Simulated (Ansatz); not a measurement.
Partial pair distribution functions of a relaxed model of amorphous Al28O43Na2, broadened by 0.06 Å; density 3.07 g/cm³. Calculation: PBE, scalar-relativistic without spin-orbit coupling (plane waves to 420 eV, PAW; Ansatz, an electronic-structure program).

It comes from a melt-quench run on a machine-learned potential (CHGNet), relaxed afterwards by DFT. O atoms were pushed apart under 1.9 Å during the dynamics, to hinder bonds among them. The hot cell started wider than the set density and was brought back towards it in steps. It is the lowest in DFT energy of 2 quenches. It is a model cell: composition and starting density were chosen by hand, and all elements were melted together. No dispersion term was used. Its density started from a set value of 3.07 and ended at 3.07 g/cm³. The simulated quench (nominally 410 K/ps over its main leg) is rapid and tends to freeze in more defects than a deposited or slowly cooled glass has. One small periodic cell is one sample of the glass; other quenches scatter about these values. The volume was held where the preparation left it and the shape relaxed, at a PBE pressure of 5.4 GPa. Stress components on the final sampling reach 5.4 GPa.

```
r (Å)  g Al-O  g O-Na  g Al-Al  g O-O
-----  ------  ------  -------  -----
1.50     0.00    0.00     0.00   0.00
1.60     0.31    0.00     0.00   0.00
1.70     4.53    0.00     0.00   0.00
1.80     9.34    0.00     0.00   0.00
1.90     4.52    0.00     0.00   0.00
2.00     1.32    0.00     0.00   0.00
2.10     0.31    0.04     0.00   0.00
2.20     0.09    1.14     0.00   0.00
2.30     0.09    4.07     0.00   0.13
2.40     0.03    4.06     0.00   0.80
2.50     0.01    1.61     0.11   1.49
2.60     0.06    0.79     0.88   2.14
2.70     0.10    0.24     1.59   2.70
2.80     0.26    0.60     1.95   2.95
2.90     0.32    0.44     1.57   2.56
3.00     0.42    1.08     1.48   2.23
3.10     0.47    0.76     2.04   1.38
3.20     0.62    0.88     3.15   0.95
3.30     0.87    1.36     3.33   0.63
3.40     1.01    2.06     1.41   0.60
3.50     1.14    1.40     0.62   0.46
3.60     1.25    0.62     0.22   0.43
3.70     1.11    0.98     0.12   0.61
3.80     1.08    0.72     0.40   0.63
3.90     1.15    0.66     0.36   0.55
4.00     1.23    0.64     0.46   0.51
4.10     1.41    0.58     0.54   0.41
4.20     1.81    1.12     0.77   0.47
4.30     1.83    1.41     0.95   0.52
4.40     1.47    1.86     0.95   0.84
4.50     1.34    1.43     0.78   1.08
```

Within 2.40 Å each Al has 4.57 O neighbours on average.
